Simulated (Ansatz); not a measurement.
Results of PBEsol (plane waves, PAW; Ansatz, an electronic-structure program) for cubic perovskite RbMnF3.

Settings: plane-wave cutoff 520 eV, 8×8×8 k mesh, Fermi–Dirac smearing 0.01 eV, spin-polarised start, scalar-relativistic PAW data made under PBE.

Pressure at four volumes; x = ln(V/15.059 Å³). One pressure is withheld.

| V (Å³/atom) | x | P (GPa) |
|---|---|---|
| 14.156 | -0.0618 | 4.96 |
| 15.059 | 0.0000 | 0.00 |
| 15.662 | 0.0393 | -2.48 |
| 15.963 | 0.0583 | ? |

Q: Pass a parabola P(x) through the three rows shown, estimate the bulk modulus and its pressure derivative near zero pressure, and predict the withheld pressure.

A: Slopes between the rows: (0.00 − (4.96))/(0.0000 − (-0.0618)) = -80.26 and (-2.48 − (0.00))/(0.0393 − (0.0000)) = -63.10 GPa. Their difference over the span 0.1011 is c = 17.16/0.1011 = 169.7 GPa, so P(x) = 4.96 + (-80.26)(x − (-0.0618)) + 169.7 (x − (-0.0618))(x − (0.0000)). At the middle row B = −dP/dx = −[-80.26 + 169.7 × 0.0618] = 69.8 GPa, and B′ = dB/dP = 2c/B = 4.9. At x = 0.0583 the parabola gives -3.49 GPa; the run gives -3.52 GPa. The Birch–Murnaghan fit to the energies at all volumes has B0 = 69.2 GPa and B′ = 4.7.

Note: the magnetic order was assumed, not searched for or taken from measurement; the relaxation could not lower the start's symmetry, so the cell can be a saddle point above a distorted one.
